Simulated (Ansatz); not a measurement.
ZrO2 with two functionals, pressure −1 GPa

The parent structure is ZrO2 in the fluorite structure (space group Fm-3m, No. 225; a = 5.116 Å).

(Cell as relaxed with PBE.)

Levels (all Ansatz, a program for electronic structure, PAW, earlier PAW set): PBE (420 eV, scalar-relativistic without spin-orbit coupling); r2SCAN (500 eV, spin-orbit coupling left out).

Each level relaxes its own structure.

```csv
base,PBE,r2SCAN
volume per atom,11.16 Å³,10.98 Å³
lattice parameter a,5.116 Å,5.089 Å
band gap,3.32 eV,3.89 eV
```

One thing is altered: a negative pressure, −1 GPa.

```json
[
 {"quantity": "smallest direct gap", "PBE": "3.73 eV", "r2SCAN": "4.27 eV"},
 {"quantity": "shortest interatomic distance", "PBE": "2.218 Å", "r2SCAN": "2.207 Å"},
 {"quantity": "band gap", "PBE": "3.31 eV", "r2SCAN": "3.87 eV"},
 {"quantity": "electron mass (degenerate bands, along [100])", "PBE": "0.51, 2.1 mₑ (at Γ)", "r2SCAN": "0.54, 2.1 mₑ (at Γ)"}
]
```

PBE's smallest direct gap lies 0.54 eV below r2SCAN's; PBE's shortest interatomic distance lies 0.0119 Å above r2SCAN's (0.5 %); PBE's band gap lies 0.565 eV below r2SCAN's. Neither level is exact; r2SCAN is the comparison here, not a measurement.

Load acts through the strain it causes; cell and atoms are relaxed under it. Effective masses come from finite differences of ±0.01 Å⁻¹. Stability against distortions was not tested. This is not the structure that ZrO2 has at room temperature and ambient pressure.
